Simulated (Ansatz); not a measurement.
Functionals compared on a constructed model of the (0001) surface of hcp Zr, a pseudomorphic layer of Fe in the host's stacking (bottom of the slab: a bare face, its two planes held), in Ansatz (plane waves, PAW). The structure was relaxed with PBE; the other rows are single points on it. Cutoff 420 eV.

Model: 7-atom slab, 15.5 Å thick at the start, 13x13x1 mesh, Fermi-Dirac 0.1 eV, dipole correction, 2 atoms held, the rest relaxed; held to the start's symmetry, so lower structures may exist; spin-polarised, ending with about 2.3 μB a cell; orders that need a larger cell were not tried, no spin-orbit, no U. It is one candidate, not shown to be the stable structure of the face. These notes are the PBE run's.

```json
[
 {"functional": "PBE", "work function of the top face (eV)": "3.85", "magnetic moment of the cell (μB)": "2.27", "rough cost of the single point": "–"},
 {"functional": "RPBE", "work function of the top face (eV)": "___", "magnetic moment of the cell (μB)": "2.48", "rough cost of the single point": "around 3 core-minutes (rough)"}
]
```

Problem. Complete the blanks.

Solution. 
- RPBE, work function of the top face (eV): 3.68

Ansatz is a program for electronic structure.
